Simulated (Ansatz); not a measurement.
A self-consistent single point of Y2P (Pnma, 12 atoms in the cell) with Ansatz (a quantum-chemistry and plane-wave program).

Method: PBEsol, default PAW files made with PBE (plane waves; Ansatz).

```
Y2P
1.0
    6.61125     0.00000     0.00000
    0.00000     5.02498     0.00000
    0.00000     0.00000     9.55661
Y P
8 4
Cartesian
  3.55685   1.25625   7.47327
  0.25123   1.25625   6.86164
  3.05440   3.76874   2.08334
  6.36002   3.76874   2.69496
  1.15036   1.25625   0.59251
  4.45598   1.25625   4.18579
  5.46089   3.76874   8.96410
  2.15527   3.76874   5.37081
  4.64110   1.25625   1.06078
  1.33547   1.25625   3.71752
  1.97015   3.76874   8.49582
  5.27578   3.76874   5.83909
```

Reference input (self-consistent single point, DFT, LDA (PW92), plane waves, default PAW files made with PBE): kpoints.mp_grid.grid = 4 5 3; hamiltonian.xc = lda; hamiltonian.pseudopotentials = {kind: paw} (the program's default PAW files); scf.occupations.method = cold; scf.occupations.width = 0.272 eV. This run's input differs from it in these lines:

Ansatz 0.2 input:
```diff
@@ -22,3 +22,3 @@
 hamiltonian:
-  xc: lda
+  xc: pbesol
   pseudopotentials:
```

Output, abridged:

```
SCF iter   1: F=—  HF=-33328.468655 eV  |F-HF|=—  |Δ(HF+E_count)|=         —  Δρ=4.00e-3  dr2=8.31e-2  ethr=1.77e-3  ⟨swp⟩=7.3  Hψ=5354  notcnv=0
all-band conjugate gradients solve this SCF's bands
preconditioner: auto → Kerker (q_TF=auto, 2.280 Å⁻¹)
SCF iter   2: F=—  HF=-33328.453622 eV  |F-HF|=—  |Δ(HF+E_count)|=   1.50e-2  S|Δr|=    0.00e0  Δρ=2.16e-3  dr2=2.36e-2  ethr=7.70e-5  ⟨swp⟩=2.2  Hψ=1693  notcnv=0
   [... lines left out ...]
SCF iter   5: F=—  HF=-33328.448583 eV  |F-HF|=—  |Δ(HF+E_count)|=   1.69e-4  S|Δr|=    0.00e0  Δρ=2.89e-5  dr2=4.88e-6  ethr=6.75e-8  ⟨swp⟩=2.3  Hψ=1742  notcnv=0
SCF iter   6: F=—  HF=-33328.448582 eV  |F-HF|=—  |Δ(HF+E_count)|=   6.44e-7  S|Δr|=    0.00e0  Δρ=8.23e-6  dr2=3.73e-7  ethr=4.52e-9  ⟨swp⟩=2.7  Hψ=1655  notcnv=0
SCF iter   7: F=-33328.448582 eV  HF=-33328.448582 eV  |F-HF|=4.75e-9  |Δ(HF+E_count)|=   4.02e-8  S|Δr|=    0.00e0  Δρ=1.73e-6  dr2=1.42e-8  ethr=9.26e-11  ⟨swp⟩=11.3  Hψ=4800  notcnv=0
SCF 1 converged in 7 iterations: F = -33328.448582 eV  dr2 = 1.42e-8
Stability not checked (fill_not_monotonic)
Free energy (F): -33328.448582 eV
Internal energy: -33328.392460 eV  (E = F + TS)
E sigma→0 (E₀):  -33328.429875 eV
Entropy (-TS):   -0.056122 eV (-4.677 meV/atom)
Fermi energy:    9.819421 eV
--- Forces (eV/Å), atoms counted from 1 ---
  atom   1  Y      0.20881742    -0.00000000     0.90880423
  atom   2  Y      0.20881742     0.00000000    -0.90880423
  atom   3  Y     -0.20881742     0.00000000    -0.90880423
  atom   4  Y     -0.20881742    -0.00000000     0.90880423
   [... lines left out ...]
  atom  12  P     -0.14288928    -0.00000000     0.40105508
--- Stress (GPa, compression-positive) ---
       -9.097579       0.000000       0.000000
        0.000000     -14.149881       0.000000
        0.000000       0.000000      -6.023750
  P = ⅓ Tr σ = -9.7571 GPa (-97.571 kbar)
  The stress holds the Pulay correction. Without it, at fixed plane waves, as pw.x and ABINIT print it: P = -9.7654 GPa
```

The run converged in 7 iterations. Against the reference run the pressure goes from -11.42 to -9.76 GPa and the largest force goes from 0.895 to 0.932 eV/Å.

The starting cell was generated: these elements placed on a structure prototype, without a prior relaxation; it need not be a known phase or ordering of this composition. With a pressure of about -10 GPa the cell is away from its equilibrium volume at this level. Ansatz's pressure includes its estimate of the finite-basis (Pulay) stress.
